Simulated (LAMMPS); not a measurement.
Quenches at 1e+12 K/s across the composition of Pd (fcc) with a share x of Pd sites Pt; each row starts from its own melt temperature.

Model: classical MD, pair style eam, the elements' _u3.eam files (universal-3 set of Foiles, Baskes and Daw), run in LAMMPS.

| x | density | state |
|---|---|---|
| 0.25 | 14.3 g/cm³ (one sample) | crystallised |
| 0.5 | 16.7 g/cm³ (one sample) | crystallised |
| 0.75 | 19.0 g/cm³ (one sample) | crystallised |

Caution: the cell keeps the atom count and shape of the starting crystal, which eases freezing.
